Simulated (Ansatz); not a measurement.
# Input and output of a self-consistent single point for Sn (I4/mmm, 1 atom in the cell) (Ansatz)

Computed with LDA (PW92), default PAW files made with PBE (plane waves; Ansatz, a quantum-chemistry and plane-wave program).

The input file:

Ansatz 0.2 input:
```yaml
# Sn
crystal:
  lattice:
    - [-2.023102, 2.023102, 1.655778]
    - [2.023102, -2.023102, 1.655778]
    - [2.023102, 2.023102, -1.655778]
  atoms:
    - { symbol: Sn, position: [0.000000, 0.000000, 0.000000] }
basis:
  ecutwfc: 30.9 Ry
kpoints:
  mp_grid: { grid: [13, 13, 13] }
hamiltonian:
  xc: lda
  pseudopotentials: { kind: paw }
scf:
  occupations: { method: gaussian, width: 0.0073 Ry }
output:
  forces: true
  eigenvalues: true
  stress: true
```

Output, abridged:

```
WARN ansatz: RAYON_NUM_THREADS=1 ignored (pool sized by the plan → 1); use --threads N
Pseudopotentials: kind: paw
Pseudopotential: Sn, paw, valence charge 14
Crystal: 1 atoms, lattice volume = 27.108 Å³
Basis set: ecut = 420.4159175005146 eV, 529 PW (Γ)
Bands: 11, of which v1, the nominal top of the filled ones, is band 7 counted from 1 (6 counted from 0)
Symmetry: 16 space group operations
Space group: I4/mmm (ITA 139), of the structure as read, at distance tolerance 3.0e-5 Å
k-points: 196 of 2197
PAW frozen core: Sn, regenerated for the run's functional, and the local potential with it
Initial density: superposition of atomic densities (neutral atoms: chi_scale 0, normalization atom), corrected by the library's trained network
Initial wavefunctions: pseudopotential atomic-orbital guess
Eigensolver: davidson
Functional: x = slater, c = lda
SCF iter   1: F=—  HF=-5879.485477 eV  |F-HF|=—  |Δ(HF+E_count)|=         —  Δρ=6.87e-3  dr2=5.77e-3  ethr=1.77e-3  ⟨swp⟩=5.0  Hψ=12699  notcnv=0
all-band conjugate gradients solve this SCF's bands
preconditioner: auto → none
SCF iter   2: F=—  HF=-5879.482982 eV  |F-HF|=—  |Δ(HF+E_count)|=   2.49e-3  Δρ=3.68e-3  dr2=1.78e-3  ethr=4.12e-5  ⟨swp⟩=1.4  Hψ=3800  notcnv=0
SCF iter   3: F=—  HF=-5879.482336 eV  |F-HF|=—  |Δ(HF+E_count)|=   6.47e-4  Δρ=2.15e-4  dr2=1.21e-5  ethr=1.27e-5  ⟨swp⟩=2.5  Hψ=3460  notcnv=0
SCF iter   4: F=—  HF=-5879.482332 eV  |F-HF|=—  |Δ(HF+E_count)|=   3.26e-6  Δρ=1.73e-4  dr2=6.29e-6  ethr=8.64e-8  ⟨swp⟩=2.0  Hψ=3483  notcnv=0
SCF iter   5: F=—  HF=-5879.482328 eV  |F-HF|=—  |Δ(HF+E_count)|=   4.32e-6  Δρ=3.45e-5  dr2=2.68e-7  ethr=4.49e-8  ⟨swp⟩=2.0  Hψ=3284  notcnv=0
SCF iter   6: F=-5879.482328 eV  HF=-5879.482328 eV  |F-HF|=3.81e-8  |Δ(HF+E_count)|=   1.70e-7  Δρ=1.14e-5  dr2=2.52e-8  ethr=7.14e-10  ⟨swp⟩=6.1  Hψ=10096  notcnv=0
SCF 1 converged in 6 iterations: F = -5879.482328 eV  dr2 = 2.52e-8
SCF converged after 6 iterations
Free energy (F): -5879.482328 eV
Harris-Foulkes:  -5879.482328 eV  (|F-HF|=3.81e-8)
Internal energy: -5879.479955 eV  (E = F + TS)
E sigma→0 (E₀):  -5879.481141 eV
Entropy (-TS):   -0.002373 eV (-2.373 meV/atom)
Fermi energy:    10.606129 eV
--- Per-component energies (eV) ---
  E_band       = -84.207036
  E_kinetic    = 187.276791
  E_local      = -831.394474  (includes V_loc(G=0)·N_el)
  E_nonlocal   = -28.375640
  E_hartree    = 519.834259
  E_xc         = -379.487783
  E_vxc        = -99.057395  (∫ρ·V_xc dr)
  E_paw        = -3993.136314  (= ΣΔE_a)
  E_vpaw       = -352.331749  (= ΣTr[D̂ρ^β])
  E_aug_tail   = -0.000000  (compensation charges beyond the density's cutoff)
  E_ewald      = -1354.621693
  E_core_change = 0.424898  (= ΣΔE_core)
  E_smearing   = -0.002373  (= −TS)
  E_closure    = 0.000000  (closes the sum)
  Σ components = -5879.482328   (vs F -5879.482328, Δ=0.00e0)
--- Forces (eV/Å), atoms counted from 1 ---
  atom   1  Sn    -0.00000000     0.00000000     0.00000000
  max |Σ_I F_I| component: 3.16e-30 eV/Å
--- Stress (GPa, compression-positive) ---
       -2.708376       0.000000       0.000000
        0.000000      -2.708376       0.000000
       -0.000000      -0.000000      -2.458145
  P = ⅓ Tr σ = -2.6250 GPa (-26.250 kbar)
  The stress holds the Pulay correction. Without it, at fixed plane waves, as pw.x and ABINIT print it: P = -2.6531 GPa
--- Band table (eV; the first three rows and the last of 196) ---
  k-point 0: bands = ["-10.9210", "-10.8400", "-10.8400", "-10.8366", "-10.7201", "-0.6135", "17.2501", "17.2501", "19.7840", "20.9114", "22.0393"]
  k-point 1: bands = ["-10.9147", "-10.8414", "-10.8393", "-10.8307", "-10.7228", "-0.5020", "15.9089", "17.3298", "19.4266", "21.4067", "22.3131"]
  k-point 2: bands = ["-10.8978", "-10.8462", "-10.8455", "-10.8049", "-10.7301", "-0.1675", "13.6406", "17.5494", "18.6408", "21.6816", "22.1960"]
  k-point 195: bands = ["-10.9517", "-10.8858", "-10.6930", "-10.6926", "-10.6648", "6.5721", "9.0087", "9.2379", "13.0862", "13.9729", "16.7956"]
```

The run converged in 6 iterations.

The starting cell comes from a database of computed structures (which also holds hypothetical and non-ambient phases and stackings), without a prior relaxation at this level. Its lattice was rescaled by up to half a per cent. Ansatz's pressure includes its estimate of the finite-basis (Pulay) stress.
